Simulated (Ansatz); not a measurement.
Defect: interstitial Mg in wurtzite GaN, charge state +2. The step: Mg moves alone to another site; the atom moves 3.22 Å along (1.00, 0.00, 0.00) of the unit cell; the moving atom starts with neighbours 2 Ga at 2.37, Ga at 2.38, 3 Ga at 2.59; 3 N at 2.04, 2 N at 2.46, N at 2.47 Å and ends with 3 Ga at 2.38, 3 Ga at 2.59; 3 N at 2.04, N at 2.45, 2 N at 2.46 Å. A PBE band in Ansatz (plane waves, PAW files of an earlier set, one k-point at (0.125, 0.250, 0.250), 72 host sites, 38 SCF runs with any check of the saddle's order, static, no finite-size correction) gives a forward barrier of 1.84 eV. The saddle point's order was not checked, and it lies on a symmetry element of the cell, where a band can be held. The charge state is imposed; whether it is stable for some Fermi level was not computed. Sites that were not tried may lie lower.

Single points at the band's start and saddle point can refine it. Rough cost of one point, in units of the band's mean SCF on the same machine:

| Level | Cost of one point |
|---|---|
| PBE, a 2×2×2 k-point mesh shifted by half a step along c | about 4 |
| r2SCAN at 500 eV, one k-point at (0.125, 0.250, 0.250) | about 3 |

Problem. Which of these move the barrier by more than 0.1 eV, and how far does each move it?

Solution. Not one does. PBE, a 2×2×2 k-point mesh shifted by half a step along c: +0.01 eV; r2SCAN at 500 eV, one k-point at (0.125, 0.250, 0.250): -0.02 eV. Each functional is compared with PBE at the same k-points.

Ansatz is a first-principles code.
